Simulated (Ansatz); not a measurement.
Hypothetical zinc blende TiP: biaxial strain −0.68 %, plane normal [111], relaxed out of plane

The parent structure is TiP in the zinc blende structure (space group F-43m, No. 216; a = 5.540 Å; a hypothetical phase, not in the database extracts checked; relaxed with 0.1 eV smearing). Axes: x, y, z lie along the cube axes.

One thing is altered: compressive biaxial strain of 0.68 % in the plane normal to [111], as in epitaxy on a mismatched substrate; the out-of-plane cell vector and the atoms relax.

Method: Kohn–Sham DFT with the r2SCAN functional, run in Ansatz (a quantum-chemistry and plane-wave program) with PAW and 500 eV plane waves, no spin-orbit coupling. Γ-centred 18×18×18 mesh, Fermi–Dirac width 0.1 eV.

```tsv
quantity	base	changed	shift
space group	F-43m (No. 216)	R3m (No. 160)	–
shortest interatomic distance	2.399 Å	2.396 Å	-0.003 Å
energy relative to the base (free energy F)	0 meV/atom	+0.3 meV/atom	+0.3 meV/atom
pressure (mean of the normal stresses, compression positive)	0.0 GPa	0.2 GPa	+0.2 GPa
band gap	zero	zero	–
out-of-plane strain	–	+1.08 %	–
mean in-plane stress (compression positive)	–	+0.4 GPa	–
```

Stability against distortions was not tested. The final runs are not spin-polarised. An odd electron count without spin: TiP. TiP has a high density of states at the Fermi level and may be magnetic at this level.
